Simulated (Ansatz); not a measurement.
System: Si (Cmcm, No. 63, 12 atoms in the cell; start mp-1095269; another form than the element's usual one). Method: r²SCAN+rVV10 (Ansatz, a quantum-chemistry and plane-wave program, PAW).

Numerical settings: plane-wave cutoff 560 eV, 10×10×4 k mesh (along the axes of the cell as run), Fermi–Dirac smearing 0.01 eV, scalar-relativistic PAW data made under PBE.

Cell (relaxed at this level):

```
Si
1.0
    1.91116    -5.35511     0.00000
    1.91116     5.35511     0.00000
    0.00000     0.00000    12.65393
Si
12
Direct
  0.75731   0.24269   0.44486
  0.24269   0.75731   0.55514
  0.24269   0.75731   0.94486
  0.75731   0.24269   0.05514
  0.42861   0.57139   0.65732
  0.57139   0.42861   0.34268
  0.57139   0.42861   0.15732
  0.42861   0.57139   0.84268
  0.97118   0.02882   0.40925
  0.02882   0.97118   0.59075
  0.02882   0.97118   0.90925
  0.97118   0.02882   0.09075
```

Question: Give the computed band gap, smallest direct gap on the k points sampled and direct gap at Γ.

Answer: 
- band gap: 0.65 eV (indirect)
- smallest direct gap on the k points sampled: 0.74 eV
- direct gap at Γ: 1.25 eV

Computed values are for the static lattice.

Cost on a shared machine: very roughly 6 core-minutes.

A start named mp-… is a Materials Project structure, which need not be a measured phase.
